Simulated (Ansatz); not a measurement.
zinc blende BP; conventional cell a = b = c = 4.4905 Å, α = β = γ = 90.00°.

Dynamical quadrupoles are not included in the interpolation of the phonons between the solved wave vectors.

**Question.** What linear thermal expansion coefficient does quasi-harmonic lattice dynamics on DFT at the LDA level (Ansatz, a program for electronic structure) give at 250 K, and what isobaric heat capacity per mole of formula units and Grüneisen parameter?

**Answer.** α = 2.3 × 10⁻⁶ K⁻¹; C_P = 24.5 J/(mol K); γ = 0.65. No phase change or melting is allowed for: the numbers belong to this structure as given.

The PAW data sets were generated under PBE and serve the other functionals too.
